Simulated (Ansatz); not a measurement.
Abridged Ansatz (a program for electronic structure) output:

```
Relaxation: its limit of steps is 60 (relax.max_steps)
Pseudopotential: Rh, paw, valence charge 17
Crystal: 1 atoms, lattice volume = 12.595 Å³
Basis set: ecut = 500 eV, 331 PW (Γ), exchange–correlation on 80×80×80 points (64 copies of the dense FFT grid, shifted against one another)
Bands: 13, of which v1, the nominal top of the filled ones, is band 9 counted from 1 (8 counted from 0)
Symmetry: 48 space group operations
k-points: 286 of 9261
Functional: x = r2scan, c = r2scan; τ floored in thin density (d = 2e-4 eV/Å³)
SCF iter   1: F=—  HF=-6415.167103 eV  |F-HF|=—  |Δ(HF+E_count)|=         —  Δρ=1.05e-2  dr2=3.71e-3  dr2_τ=1.40e-2  ethr=1.77e-3  ⟨swp⟩=5.7  Hψ=21423  notcnv=0
SCF iter   2: F=—  HF=-6415.181466 eV  |F-HF|=—  |Δ(HF+E_count)|=   1.44e-2  Δρ=5.67e-3  dr2=1.38e-3  dr2_τ=1.72e-4  ethr=2.18e-5  ⟨swp⟩=2.1  Hψ=8526  notcnv=0
SCF 1 converged in 6 iterations: F = -6415.181706 eV  dr2 = 1.98e-9
relax step   1: F+E_penalty+E_count = -6415.18170611 eV  Δ(F+E_penalty+E_count) = +0.000e0 eV  max|allowed force component| = 0.000e0 eV/Å  Δτ_max = 0.0000 Å  P = +29.990 GPa  Ω = 12.595 Å³  (6 SCF iters, dr2 threshold 1.00e-7 eV, accepted)
[... steps on the carried basis left out ...]
relax step   6: F+E_penalty+E_count = -6415.05228161 eV  Δ(F+E_penalty+E_count) = +9.957e-5 eV  max|allowed force component| = 0.000e0 eV/Å  Δτ_max = 0.0000 Å  P = +49.990 GPa  Ω = 12.071 Å³  stress off target by 9.74e-3 GPa  SCF on the basis re-selected at this cell (its energy is not comparable with the rows above)  (6 SCF iters)
SCF converged after 6 iterations
Free energy (F): -6415.052282 eV
Internal energy: -6415.044090 eV  (E = F + TS)
E sigma→0 (E₀):  -6415.048186 eV
Entropy (-TS):   -0.008192 eV (-8.192 meV/atom)
Fermi energy:    26.200625 eV
--- Forces (eV/Å), atoms counted from 1 ---
  atom   1  Rh    -0.00000000     0.00000000     0.00000000
--- Stress (GPa, compression-positive) ---
       49.990258      -0.000000      -0.000000
       -0.000000      49.990258      -0.000000
       -0.000000      -0.000000      49.990258
  P = ⅓ Tr σ = 49.9903 GPa (499.903 kbar)
--- Relaxed structure (5 steps of the walk, 4 accepted, 1 SCFs on fresh bases) ---
  cell:  # Å, volume = 12.0710 Å³
    - [-5.135172427901936e-35, 1.8206982793495856, 1.8206982793495856]
    - [1.8206982793495856, 2.80046351849216e-34, 1.8206982793495856]
    - [1.8206982793495856, 1.8206982793495856, 1.271852628523548e-34]
  atoms:
    - { symbol: Rh, position: [0.0, 0.0, 0.0] }
```

**Question.** What was computed, and what are the main results?

**Answer.** Rh, 1 atom in the cell, with r2SCAN/PAW in Ansatz, scalar-relativistic without spin-orbit coupling, from a series relaxed to a target (pressure 50 GPa). The last SCF converged to F = -6415.052282 eV, or -6415.0523 eV per atom, at a pressure of 49.99 GPa. The total energy compares only with runs of the same code, potentials and settings.

Load acts through the strain it causes; cell and atoms are relaxed under it. Whether these cells are dynamically stable was not tested. Competing high-pressure phases were not computed. The final runs are not spin-polarised. The cell was made from Rh in the fcc (Cu type) structure (space group Fm-3m, No. 225) by this change: pressure 50 GPa.

Keys are those of Ansatz 0.2.
